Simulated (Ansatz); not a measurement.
System: MgO (P6₃/mmc, No. 194, 4 atoms in the cell; start mp-1065577; a measured phase of this formula has another space group). Method: dielectric-dependent PBEsol hybrid (Ansatz, a program for electronic structure, plane waves, PAW).

Input file:

Ansatz 0.2 input:
```yaml
crystal:
  lattice:
    - [3.4941827498, 0.0, 0.0]
    - [-1.7470913749, 3.0260510268, 0.0]
    - [0.0, 0.0, 4.1945747015]
  atoms:
    - { symbol: Mg, position: [0.6666666667, 0.3333333333, 0.75] }
    - { symbol: Mg, position: [0.3333333333, 0.6666666667, 0.25] }
    - { symbol: O, position: [0.6666666667, 0.3333333333, 0.25] }
    - { symbol: O, position: [0.3333333333, 0.6666666667, 0.75] }
  host: atoms
basis:
  ecutwfc: 460
  ecutrho_ratio: 4
  xc_grid: 2
kpoints:
  mp_grid: { grid: [9, 9, 6] }
hamiltonian:
  xc:
    exchange: pbesol
    correlation: pbesol
    exx: { coeff: inverse_dielectric }
  dispersion: none
  pseudopotentials: { kind: paw }
scf:
  occupations: { method: fermi_dirac, width: 0.01 }
  convergence: { dr2_threshold: 0.0000000004 }
output:
  forces: true
  stress: true
  eigenvalues: true
```

How many irreducible k-points, plane waves at Γ does the program set up, and what pressure does the run end with?

48 irreducible k-points, 999 plane waves at Γ; P = -4.64 GPa, so the cell is stretched on average and its volume would shrink at this level.

Excerpt of the program's output:

```
WARN output.stress: scf.exx.energy_threshold = 1e-6 eV is looser than the 4e-8 eV advised for a stress under a hybrid functional (1e-8 eV for each atom of the …
Crystal: 4 atoms, lattice volume = 44.352 Å³
Basis set: ecut = 460 eV, 999 PW (Γ), exchange–correlation on 50×50×60 points (8 copies of the dense FFT grid, shifted against one another)
Bands: 20, of which v1, the nominal top of the filled ones, is band 16 counted from 1 (15 counted from 0)
Symmetry: 24 space group operations
Space group: P63/mmc (ITA 194), of the structure as read, at distance tolerance 3.5e-5 Å
k-points: 48 of 486
SCF iter   1: F=—  HF=-4951.513451 eV  |F-HF|=—  |Δ(HF+E_count)|=         —  Δρ=1.39e-2  dr2=7.05e-2
SCF iter   2: F=—  HF=-4951.499212 eV  |F-HF|=—  |Δ(HF+E_count)|=   1.42e-2  Δρ=7.62e-3  dr2=1.81e-2
  ...
Crystal: 4 atoms, lattice volume = 44.352 Å³
Initial density: handed on by an earlier stage of this run
Functional: x = 0.6728994675848654 pbesol(κ = 0.804, μ = 0.12345679012345678) + 0.3271005324151346 exact, c = pbesol(β = 0.046)
Crystal: 4 atoms, lattice volume = 44.352 Å³
SCF 3 converged in 7 iterations: F = -4966.795180 eV  dr2 = 1.21e-11
Crystal: 4 atoms, lattice volume = 44.352 Å³
SCF iter   1: F=—  HF=-4966.795180 eV  |F-HF|=—  |Δ(HF+E_count)|=         —  Δρ=3.49e-6  dr2=1.76e-9
SCF iter   2: F=-4966.795180 eV  HF=-4966.795180 eV  |F-HF|=6.46e-11  |Δ(HF+E_count)|=  4.01e-10  Δρ=7.77e-7  dr2=1.04e-10
SCF 4 converged in 2 iterations: F = -4966.795180 eV  dr2 = 1.04e-10
Free energy (F): -4966.795180 eV
Internal energy: -4966.795180 eV  (E = F + TS)
E sigma→0 (E₀):  -4966.795180 eV
Fermi energy:    7.065629 eV
--- Stress (GPa, compression-positive) ---
       -4.424429       0.000000       0.000000
       -0.000000      -4.424429       0.000000
        0.000000       0.000000      -5.078509
  P = ⅓ Tr σ = -4.6425 GPa (-46.425 kbar)
```

The PAW data were made under PBE.

Note: cell and atoms aren't relaxed at this level (pressure -4.6 GPa).

A start named mp-… is a Materials Project structure, which need not be a measured phase.
